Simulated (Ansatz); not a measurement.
Start from WSi$_{2}$ (space group I4/mmm, No. 139).

```xyz
3
Lattice="-1.6013 1.6013 3.9078 1.6013 -1.6013 3.9078 1.6013 1.6013 -3.9078" Properties=species:S:1:pos:R:3 pbc="T T T"
W      0.0000     0.0000     0.0000
Si     0.0000     0.0000     2.6146
Si     0.0000     0.0000     5.2011
```

The values are results of PBEsol (Ansatz, an electronic-structure program), scalar-relativistic without spin-orbit coupling, not measurements.

| level | lattice parameter a | lattice parameter c |
|---|---|---|
| PBEsol | 3.203 Å | 7.816 Å |

Problem. What does experiment give, and how far off is each level?

Solution. Measured: lattice parameter a 3.21395 Å (temperature not stated; as listed in Orest Pavlosiuk et al., Phys. Rev. B (2022)); lattice parameter c 7.83128 Å (temperature not stated; as listed in Orest Pavlosiuk et al., Phys. Rev. B (2022)). Computed minus measured — lattice parameter a: PBEsol -0.4 %; lattice parameter c: PBEsol -0.2 %. Measured values not marked as corrected hold thermal and zero-point effects that the static-lattice runs lack.

No phonon test of stability was made. The final runs are not spin-polarised.
